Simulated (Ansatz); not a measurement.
**Si well of 8 atomic layers along [001] in random Si0.5Ge0.5, interfaces sharp**

Prepared with Tersoff's 1989 multicomponent potential (SiCGe.tersoff) in LAMMPS: minimisation. Geometry as solved with PBE, support functions at accuracy medium on the grid of 370 eV in Ansatz (an electronic-structure program).

```xyz
576
Lattice="16.85 0.00 0.00 0.00 16.85 0.00 0.00 0.00 44.41" Properties=species:S:1:pos:R:3 pbc="T T T"
Si     0.03    -0.02     0.01
Ge     1.40     1.43     1.42
Si     2.81     2.81    -0.03
Si     4.19     4.17     1.37
Si     2.84     0.03     2.81
Si     4.20     1.38     4.21
Si    -0.03     2.85     2.82
Si     1.35     4.22     4.20
Ge     0.01     0.05     5.59
Ge     1.40     1.46     7.07
Ge     2.80     2.83     5.57
Ge     4.21     4.22     7.07
Ge     2.86     0.05     8.47
Si     4.28     1.44     9.87
Si     0.01     2.85     8.49
Si     1.40     4.25     9.83
Ge     0.00     0.06    11.27
Si     1.40     1.48    12.66
Ge     2.83     2.85    11.24
Si     4.20     4.27    12.64
Ge     2.80     0.06    14.04
Si     4.21     1.44    15.46
Si     0.04     2.84    14.05
Si     1.41     4.22    15.43
Si    -0.01     0.00    16.85
Si     1.41     1.41    18.16
Si     2.80     2.83    16.80
Si     4.21     4.21    18.17
Si     2.80     0.01    19.53
Si     4.21     1.41    20.87
Si     0.00     2.81    19.50
Si     1.41     4.21    20.85
Si    -0.01     0.01    22.20
Si     1.40     1.41    23.55
Si     2.81     2.81    22.21
Si     4.22     4.21    23.55
Si     2.81     0.00    24.88
Si     4.22     1.39    26.24
Si     0.00     2.82    24.89
Si     1.43     4.19    26.23
Ge     0.00     0.01    27.62
Si     1.46     1.40    29.00
Si     2.80     2.77    27.58
Ge     4.19     4.20    28.97
Si     2.82     0.05    30.40
Si     4.20     1.36    31.81
Ge     0.02     2.78    30.39
Ge     1.39     4.26    31.82
Si     0.02    -0.02    33.29
Si     1.40     1.37    34.64
Ge     2.79     2.76    33.22
Ge     4.25     4.19    34.62
Si     2.84     0.02    35.97
Si     4.25     1.36    37.37
Si     0.00     2.74    35.99
Ge     1.34     4.19    37.40
Si    -0.02     0.01    38.74
Ge     1.38     1.37    40.22
Ge     2.83     2.76    38.77
Ge     4.20     4.24    40.20
Si     2.82    -0.01    41.63
Si     4.17     1.38    43.02
Si     0.03     2.85    41.62
Si     1.42     4.19    43.01
Si     0.01     5.55    -0.02
Ge     1.38     7.01     1.34
Si     2.78     8.42    -0.04
Ge     4.22     9.81     1.36
Ge     2.79     5.57     2.78
Ge     4.19     7.05     4.21
Ge    -0.02     8.42     2.84
Si     1.43     9.79     4.24
Si     0.04     5.64     5.61
Si     1.42     7.02     7.01
Si     2.79     8.43     5.65
Si     4.21     9.78     7.00
Si     2.77     5.64     8.44
Si     4.19     7.00     9.80
Si     0.06     8.39     8.42
Si     1.43     9.76     9.83
Si     0.04     5.61    11.23
Ge     1.41     7.02    12.64
Si     2.82     8.39    11.18
Ge     4.19     9.81    12.60
Si     2.79     5.59    14.04
Ge     4.19     7.00    15.44
Si    -0.02     8.41    14.08
Si     1.34     9.79    15.47
Si     0.01     5.62    16.79
Si     1.39     7.01    18.16
Si     2.77     8.43    16.83
Si     4.20     9.82    18.18
Si     2.80     5.62    19.51
Si     4.21     7.01    20.85
Si    -0.01     8.42    19.51
Si     1.40     9.82    20.86
Si     0.00     5.62    22.19
Si     1.41     7.01    23.54
Si     2.81     8.42    22.20
Si     4.22     9.83    23.53
Si     2.82     5.61    24.89
Si     4.19     7.05    26.24
Si     0.01     8.43    24.88
Si     1.44     9.81    26.22
Ge     0.03     5.66    27.60
Si     1.41     7.10    29.01
Si     2.82     8.44    27.62
Si     4.24     9.80    28.97
Ge     2.80     5.68    30.38
Ge     4.26     7.07    31.82
Si     0.03     8.42    30.44
Si     1.41     9.81    31.81
Si     0.00     5.68    33.21
Si     1.42     7.04    34.55
Si     2.80     8.46    33.21
Si     4.17     9.84    34.58
Ge     2.79     5.66    36.01
Si     4.17     7.05    37.45
Ge     0.06     8.42    36.01
Si     1.43     9.84    37.44
Si    -0.02     5.59    38.85
Ge     1.41     7.01    40.21
Si     2.81     8.46    38.81
Si     4.16     9.83    40.21
Si     2.77     5.58    41.63
Ge     4.18     6.98    43.01
Si     0.04     8.43    41.62
Si     1.43     9.80    42.98
Ge     0.04    11.18     0.01
Si     1.41    12.61     1.41
Ge     2.79    14.01    -0.03
Ge     4.22    15.47     1.40
Ge     2.80    11.22     2.83
Si     4.22    12.58     4.25
Ge    -0.02    14.02     2.76
Ge     1.44    15.45     4.18
Ge     0.03    11.25     5.58
Si     1.43    12.61     7.01
Ge     2.83    14.00     5.63
Ge     4.26    15.45     7.04
Ge     2.82    11.20     8.42
Si     4.23    12.63     9.82
Ge     0.03    14.02     8.39
Ge     1.42    15.46     9.86
Ge     0.03    11.16    11.28
Si     1.38    12.62    12.67
Ge     2.81    13.99    11.26
Ge     4.24    15.50    12.60
Ge     2.74    11.19    14.07
Ge     4.19    12.62    15.49
Si    -0.02    13.98    14.05
Ge     1.38    15.41    15.44
Si    -0.02    11.23    16.81
Si     1.39    12.62    18.17
Si     2.80    14.04    16.87
Si     4.20    15.46    18.18
Si     2.80    11.23    19.52
Si     4.20    12.64    20.86
Si    -0.01    14.04    19.52
Si     1.40    15.44    20.86
Si     0.00    11.23    22.20
Si     1.40    12.63    23.55
Si     2.81    14.04    22.21
Si     4.22    15.43    23.55
Si     2.82    11.22    24.87
Si     4.24    12.59    26.22
Si    -0.01    14.04    24.88
Si     1.40    15.44    26.21
Ge     0.03    11.24    27.59
Si     1.43    12.62    29.00
Ge     2.82    14.02    27.59
Ge     4.23    15.47    29.04
Ge     2.83    11.21    30.40
Si     4.22    12.64    31.79
Ge     0.01    14.04    30.36
Ge     1.41    15.50    31.81
Si     0.06    11.23    33.19
Si     1.36    12.64    34.60
Ge     2.82    14.03    33.22
Si     4.20    15.48    34.59
Ge     2.80    11.26    36.01
Si     4.23    12.66    37.38
Si    -0.02    14.03    35.97
Ge     1.40    15.46    37.35
Si     0.02    11.24    38.76
Ge     1.43    12.59    40.21
Ge     2.85    14.06    38.79
Si     4.21    15.50    40.20
Si     2.82    11.18    41.63
Si     4.21    12.59    42.98
Ge     0.02    14.08    41.60
Si     1.42    15.48    43.01
Si     5.60     0.06    -0.01
Si     7.00     1.40     1.37
Ge     8.45     2.79     0.02
Si     9.87     4.21     1.39
Ge     8.41     0.00     2.75
Ge     9.82     1.45     4.19
Ge     5.61     2.79     2.80
Si     7.03     4.18     4.22
Si     5.58     0.04     5.61
Ge     7.00     1.42     7.02
Si     8.39     2.81     5.60
Ge     9.80     4.18     7.01
Si     8.40    -0.03     8.39
Ge     9.78     1.43     9.79
Si     5.62     2.82     8.48
Si     6.95     4.21     9.87
Si     5.67     0.04    11.20
Si     7.01     1.43    12.59
Si     8.36     2.82    11.21
Ge     9.80     4.18    12.63
Ge     8.42     0.08    14.05
Si     9.84     1.42    15.50
Ge     5.61     2.83    14.03
Si     7.02     4.19    15.48
Si     5.57     0.04    16.84
Si     7.01     1.41    18.18
Si     8.42     2.80    16.83
Si     9.83     4.22    18.16
Si     8.42     0.00    19.52
Si     9.82     1.41    20.86
Si     5.61     2.81    19.52
Si     7.02     4.21    20.86
Si     5.62     0.00    22.21
Si     7.02     1.40    23.55
Si     8.42     2.81    22.21
Si     9.83     4.21    23.55
Si     8.42     0.01    24.89
Si     9.82     1.40    26.25
Si     5.62     2.80    24.90
Si     7.05     4.20    26.21
Si     5.63    -0.01    27.58
Ge     7.04     1.39    28.96
Si     8.44     2.83    27.58
Si     9.76     4.21    28.99
Ge     8.47    -0.03    30.41
Si     9.83     1.39    31.86
Ge     5.60     2.77    30.42
Ge     7.05     4.23    31.80
Si     5.57    -0.02    33.20
Ge     7.00     1.38    34.59
Si     8.43     2.78    33.19
Ge     9.81     4.17    34.62
Si     8.40    -0.06    35.99
Ge     9.83     1.35    37.37
Si     5.62     2.76    36.03
Ge     6.98     4.22    37.41
Si     5.62     0.00    38.79
Si     7.00     1.35    40.19
Ge     8.42     2.79    38.85
Si     9.83     4.18    40.25
Si     8.41     0.05    41.58
Si     9.80     1.42    42.94
Ge     5.60     2.75    41.61
Ge     6.99     4.22    43.04
Si     5.55     5.59     0.03
Ge     6.97     7.00     1.41
Ge     8.43     8.45    -0.01
Si     9.82     9.84     1.45
Ge     8.43     5.56     2.80
Ge     9.80     7.07     4.22
Si     5.60     8.43     2.80
Ge     7.00     9.83     4.23
Ge     5.66     5.63     5.62
Si     7.00     7.05     7.04
Si     8.36     8.40     5.65
Ge     9.82     9.78     7.01
Ge     8.36     5.60     8.45
Ge     9.84     7.02     9.83
Si     5.56     8.38     8.40
Ge     6.95     9.81     9.82
Si     5.55     5.61    11.21
Ge     6.95     7.00    12.65
Ge     8.42     8.44    11.27
Si     9.85     9.84    12.63
Ge     8.41     5.61    14.10
Si     9.84     7.02    15.47
Si     5.57     8.41    14.03
Ge     7.00     9.77    15.45
Si     5.63     5.59    16.83
Si     7.03     7.00    18.17
Si     8.45     8.39    16.83
Si     9.84     9.81    18.17
Si     8.43     5.61    19.52
Si     9.83     7.02    20.87
Si     5.62     8.41    19.51
Si     7.03     9.82    20.85
Si     5.62     5.62    22.20
Si     7.01     7.02    23.55
Si     8.42     8.42    22.21
Si     9.83     9.83    23.56
Si     8.43     5.63    24.88
Si     9.80     7.05    26.25
Si     5.61     8.43    24.90
Si     7.02     9.82    26.26
Ge     5.66     5.65    27.60
Si     7.05     7.06    29.02
Si     8.43     8.44    27.63
Si     9.83     9.84    28.96
Si     8.42     5.64    30.35
Si     9.79     7.00    31.73
Si     5.65     8.46    30.36
Si     6.99     9.82    31.75
Si     5.63     5.60    33.20
Ge     7.02     6.97    34.61
Ge     8.39     8.41    33.13
Ge     9.83     9.86    34.54
Si     8.43     5.60    36.02
Si     9.78     7.00    37.38
Ge     5.56     8.43    36.00
Ge     7.03     9.83    37.41
Si     5.57     5.66    38.78
Ge     7.03     7.04    40.14
Si     8.45     8.41    38.75
Ge     9.85     9.81    40.18
Ge     8.45     5.63    41.62
Si     9.86     7.03    43.02
Ge     5.60     8.45    41.59
Si     6.99     9.85    43.01
Si     5.60    11.22    -0.05
Ge     7.03    12.58     1.39
Ge     8.45    14.05    -0.02
Si     9.84    15.45     1.39
Si     8.44    11.21     2.82
Si     9.79    12.63     4.17
Ge     5.60    13.99     2.84
Ge     7.00    15.48     4.24
Si     5.56    11.20     5.64
Ge     6.96    12.63     7.04
Ge     8.45    14.04     5.63
Si     9.83    15.43     7.07
Ge     8.44    11.24     8.46
Si     9.87    12.65     9.84
Si     5.61    14.05     8.49
Si     7.01    15.48     9.80
Si     5.56    11.23    11.20
Ge     6.99    12.60    12.59
Ge     8.41    14.05    11.18
Ge     9.82    15.45    12.65
Ge     8.44    11.20    14.03
Ge     9.83    12.63    15.50
Ge     5.62    14.04    14.05
Ge     7.02    15.47    15.49
Si     5.62    11.21    16.86
Si     7.02    12.63    18.19
Si     8.42    14.05    16.88
Si     9.84    15.45    18.19
Si     8.44    11.22    19.51
Si     9.84    12.63    20.86
Si     5.61    14.04    19.52
Si     7.02    15.44    20.86
Si     5.62    11.23    22.19
Si     7.03    12.63    23.54
Si     8.43    14.04    22.20
Si     9.82    15.44    23.55
Si     8.42    11.23    24.91
Si     9.82    12.64    26.26
Si     5.63    14.02    24.89
Si     7.03    15.44    26.24
Si     5.61    11.20    27.60
Ge     6.99    12.65    28.98
Si     8.43    14.06    27.60
Si     9.85    15.40    28.98
Ge     8.44    11.23    30.41
Si     9.85    12.64    31.81
Si     5.59    14.02    30.43
Ge     7.01    15.40    31.84
Ge     5.63    11.23    33.19
Si     7.04    12.67    34.57
Si     8.47    14.01    33.22
Si     9.80    15.43    34.62
Ge     8.44    11.30    35.99
Si     9.87    12.67    37.41
Ge     5.62    14.07    35.97
Si     7.00    15.47    37.40
Ge     5.58    11.25    38.83
Si     7.00    12.65    40.20
Ge     8.40    14.04    38.78
Ge     9.83    15.48    40.20
Ge     8.40    11.24    41.61
Si     9.83    12.63    43.00
Ge     5.58    14.05    41.58
Ge     7.01    15.51    43.00
Ge    11.19     0.02    -0.04
Ge    12.63     1.46     1.39
Si    14.07     2.85     0.03
Si    15.46     4.22     1.39
Ge    14.06     0.00     2.80
Si    15.46     1.44     4.18
Si    11.23     2.86     2.78
Ge    12.66     4.22     4.17
Ge    11.24     0.00     5.65
Si    12.62     1.43     7.05
Ge    14.05     2.78     5.63
Ge    15.48     4.24     7.05
Ge    14.03     0.03     8.45
Si    15.47     1.44     9.82
Si    11.25     2.82     8.41
Si    12.65     4.20     9.79
Ge    11.23     0.00    11.21
Ge    12.67     1.38    12.67
Ge    14.06     2.82    11.21
Ge    15.47     4.26    12.67
Si    14.04    -0.01    14.10
Ge    15.45     1.43    15.45
Ge    11.25     2.81    14.10
Si    12.66     4.26    15.46
Si    11.23     0.00    16.82
Si    12.63     1.42    18.16
Si    14.02     2.85    16.83
Si    15.45     4.23    18.16
Si    14.03     0.00    19.51
Si    15.44     1.41    20.85
Si    11.23     2.82    19.51
Si    12.64     4.22    20.85
Si    11.23     0.00    22.20
Si    12.63     1.40    23.53
Si    14.04     2.81    22.19
Si    15.44     4.22    23.53
Si    14.03     0.01    24.89
Si    15.42     1.43    26.23
Si    11.23     2.79    24.88
Si    12.64     4.20    26.20
Si    11.19    -0.04    27.58
Ge    12.61     1.40    28.93
Si    14.02     2.82    27.56
Ge    15.41     4.21    28.99
Ge    14.03    -0.03    30.38
Ge    15.47     1.34    31.84
Ge    11.17     2.80    30.39
Ge    12.64     4.23    31.76
Si    11.18     0.00    33.26
Si    12.62     1.34    34.63
Ge    14.01     2.77    33.22
Ge    15.50     4.19    34.60
Si    14.04    -0.01    36.02
Si    15.45     1.38    37.36
Si    11.25     2.74    35.97
Ge    12.61     4.17    37.38
Si    11.27    -0.04    38.76
Ge    12.59     1.40    40.19
Ge    14.10     2.80    38.81
Si    15.48     4.22    40.25
Ge    14.05     0.01    41.61
Ge    15.49     1.44    43.04
Si    11.20     2.81    41.61
Ge    12.64     4.21    43.01
Si    11.21     5.61     0.00
Ge    12.61     6.99     1.43
Ge    14.07     8.43     0.02
Si    15.44     9.84     1.43
Si    14.10     5.61     2.79
Si    15.47     6.95     4.21
Si    11.20     8.44     2.79
Ge    12.66     9.83     4.14
Ge    11.23     5.63     5.62
Ge    12.65     7.01     7.08
Ge    14.07     8.37     5.58
Ge    15.49     9.79     7.03
Si    14.04     5.59     8.46
Ge    15.48     7.00     9.83
Si    11.23     8.41     8.43
Ge    12.58     9.81     9.88
Ge    11.29     5.60    11.24
Si    12.67     6.97    12.69
Ge    14.06     8.41    11.31
Si    15.46     9.81    12.73
Si    14.05     5.64    14.09
Si    15.45     7.02    15.44
Ge    11.25     8.42    14.04
Si    12.68     9.83    15.45
Si    11.24     5.63    16.81
Si    12.64     7.03    18.16
Si    14.05     8.42    16.81
Si    15.44     9.83    18.16
Si    14.05     5.62    19.50
Si    15.44     7.03    20.86
Si    11.24     8.42    19.52
Si    12.64     9.83    20.86
Si    11.24     5.62    22.20
Si    12.63     7.03    23.55
Si    14.04     8.43    22.21
Si    15.44     9.83    23.55
Si    14.04     5.62    24.88
Si    15.43     7.04    26.21
Si    11.23     8.43    24.91
Si    12.63     9.84    26.26
Ge    11.21     5.59    27.61
Ge    12.68     7.02    29.01
Si    14.04     8.42    27.57
Ge    15.45     9.78    29.01
Si    14.09     5.65    30.43
Si    15.46     7.04    31.80
Ge    11.21     8.45    30.41
Si    12.62     9.84    31.83
Ge    11.19     5.64    33.16
Ge    12.66     7.06    34.54
Si    14.06     8.45    33.13
Ge    15.47     9.83    34.55
Ge    14.05     5.61    35.99
Ge    15.45     7.01    37.46
Ge    11.21     8.41    36.01
Ge    12.64     9.83    37.46
Ge    11.17     5.60    38.80
Ge    12.65     7.01    40.23
Si    14.05     8.43    38.84
Ge    15.49     9.82    40.19
Si    14.06     5.58    41.59
Ge    15.48     6.98    42.98
Si    11.22     8.39    41.62
Ge    12.61     9.82    42.99
Ge    11.22    11.27     0.05
Si    12.68    12.65     1.43
Si    14.05    14.04     0.07
Si    15.46    15.45     1.36
Si    14.07    11.25     2.76
Si    15.43    12.61     4.16
Ge    11.24    14.05     2.80
Si    12.63    15.46     4.20
Ge    11.19    11.23     5.56
Ge    12.59    12.66     7.02
Ge    14.03    14.02     5.55
Ge    15.43    15.45     6.99
Ge    14.02    11.20     8.43
Ge    15.46    12.61     9.84
Si    11.21    14.07     8.46
Si    12.61    15.43     9.81
Si    11.18    11.24    11.25
Ge    12.64    12.57    12.66
Ge    14.01    14.05    11.22
Ge    15.43    15.44    12.70
Si    14.08    11.20    14.08
Si    15.44    12.62    15.43
Ge    11.27    14.06    14.09
Si    12.67    15.48    15.48
Si    11.28    11.19    16.83
Si    12.65    12.63    18.16
Si    14.05    14.04    16.80
Si    15.44    15.44    18.17
Si    14.04    11.23    19.52
Si    15.44    12.64    20.86
Si    11.24    14.03    19.51
Si    12.63    15.44    20.85
Si    11.23    11.23    22.21
Si    12.63    12.63    23.55
Si    14.03    14.04    22.21
Si    15.43    15.45    23.55
Si    14.03    11.23    24.89
Si    15.43    12.63    26.21
Si    11.22    14.03    24.89
Si    12.60    15.46    26.22
Si    11.22    11.24    27.62
Si    12.57    12.63    29.01
Ge    14.00    14.03    27.61
Si    15.43    15.42    28.98
Ge    13.98    11.23    30.40
Ge    15.47    12.62    31.82
Si    11.18    14.00    30.38
Ge    12.55    15.43    31.80
Si    11.25    11.26    33.16
Ge    12.59    12.66    34.63
Ge    14.05    14.08    33.24
Si    15.45    15.47    34.65
Ge    14.07    11.25    36.02
Si    15.49    12.66    37.41
Si    11.20    14.09    36.03
Si    12.65    15.43    37.38
Si    11.23    11.28    38.80
Si    12.64    12.65    40.12
Si    14.02    14.01    38.73
Ge    15.43    15.44    40.11
Ge    14.02    11.27    41.56
Ge    15.43    12.66    43.04
Ge    11.25    14.00    41.58
Ge    12.66    15.40    43.04
```
